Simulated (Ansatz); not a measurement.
Take HfO$_{2}$ (space group Pca2_1, No. 29; a = 5.228 Å, b = 5.017 Å, c = 5.042 Å) as the base. Axes: x, y, z lie along a, b, c of the conventional cell.

Level of theory: Ansatz (an electronic-structure program) PBEsol, spin-orbit coupling left out.

Base values:

```
Quantity              Result
-------------------  -------
Smallest direct gap  4.56 eV
```

Perturbation: tensile biaxial strain of 0.21 % in the plane normal to [001], as in epitaxy on a mismatched substrate; the out-of-plane cell vector and the atoms relax.

Q: Estimate the effect on the smallest direct gap.

A: The smallest direct gap is nearly the same (4.56 eV against 4.57 eV).

Q: Predict the new out-of-plane strain.

A: The out-of-plane strain comes out as -0.13 %.

With Hf present, leaving out spin-orbit coupling can change the band edges. Stability against distortions was not tested. This is not the structure that HfO2 has at room temperature and ambient pressure.
